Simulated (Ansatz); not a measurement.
Base system: SiO2 (space group P3_221, No. 154).

```
CELL_PARAMETERS angstrom
      4.86585     0.00000     0.00000
     -2.43292     4.21395     0.00000
      0.00000     0.00000     5.36522
ATOMIC_POSITIONS crystal
  Si 0.00000 0.46475 0.33333
  Si 0.53525 0.53525 0.00000
  Si 0.46475 0.00000 0.66667
  O  0.27611 0.41114 0.22119
  O  0.58886 0.86497 0.88785
  O  0.72389 0.13503 0.44548
  O  0.86497 0.58886 0.11215
  O  0.41114 0.27611 0.77881
  O  0.13503 0.72389 0.55452
```

Cartesian axes are those of the cell as printed.

Computed with Ansatz (an electronic-structure program), LDA, PAW, cutoff 420 eV, no spin-orbit coupling.

Strains are applied to the cell and any free atomic positions relax.

One change was made to it. Results:

```json
[
 {"quantity": "energy relative to the base (free energy F)", "base": "0 meV/atom", "after": "+0.2 meV/atom"},
 {"quantity": "pressure (mean of the normal stresses, compression positive)", "base": "0.00 GPa", "after": "0.32 GPa"},
 {"quantity": "band gap", "base": "5.83 eV", "after": "5.85 eV"},
 {"quantity": "largest internal atomic displacement", "base": "–", "after": "0.014 Å"}
]
```

### Question
Which of these changes matches the shifts?
(A) uniaxial strain ε_zz = −3.00 %
(B) uniaxial strain ε_zz = −2.25 %
(C) uniaxial strain ε_zz = −0.75 %
(D) uniaxial strain ε_zz = −1.50 %

### Answer
C, uniaxial strain ε_zz = −0.75 %. For comparison, the pressure in the other runs: uniaxial strain ε_zz = −1.50 % gives 0.65 GPa; uniaxial strain ε_zz = −3.00 % gives 1.39 GPa; uniaxial strain ε_zz = −2.25 % gives 1.00 GPa.

Whether these cells are dynamically stable was not tested.
